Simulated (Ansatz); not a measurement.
## Ge: stress against strain

Ge (diamond, Fd-3m, 22.214 Å³/atom at rest, cube axes along x, y and z) under a strain ε along a cube axis (axis z), the other axes held. LDA in Ansatz, a plane-wave DFT program (PAW, default set), 420 eV, 14×14×14 Γ-centred mesh, Fermi-Dirac smearing 0.05 eV; ions are relaxed within the symmetry of each cell. Stress is positive for a compressed cell.

Here s stands for strain and y for stress zz.

```
strain (%)  stress zz (GPa)
----------  ---------------
-3.00                     ?
-1.50                  1.86
-1.00                  1.23
-0.50                  0.61
0.00                   0.00
0.50                  -0.60
1.00                  -1.19
1.50                  -1.77
```

Taking a straight line for y over the 7 complete rows: Means: s 0, y 0.020. About the means, the sum of products is -8.4700 and the sum of squares of s is 7.0000; the slope is their ratio. Least squares gives y = 0.020 - 1.2100·s. Residuals (row less fit): 0.025, 0.000, -0.015, -0.020, -0.015, 0.000, 0.025; standard error 0.020 (degrees of freedom: 5). The slope gives the elastic constant C11 = 121 ± 0.8 GPa.

Problem. Predict the withheld y at s = -3.00 from the fit, and compare with the calculation.

Solution. y = 0.020 - 1.2100 × (-3.0) = 3.650 GPa. The calculation gives 3.79 GPa, 0.140 GPa above the prediction (2.5 % of the range of y in the table). The row lies outside the fitted rows, so this is an extrapolation. From the scatter of the fitted rows alone, a prediction at this place has a standard error of 0.032 GPa, so the miss is 4.4 times that.

One order more, fitted to all 13 runs of the series, follows each within 0.01, so the miss is the next term of a smooth law. This level leaves no gap over 0.05 eV at strain -3.00, -1.50, -1.00, -0.50, 0.00, 0.50, 1.00, 1.50, where the mesh may be coarse. Rows are the converged runs of the series near zero and its far end; series whose fitted rows scatter by over a few per cent of the range, as at a crossing or softening among them, aren't shown in this form. Most that stay on the fit to the last digits aren't either.
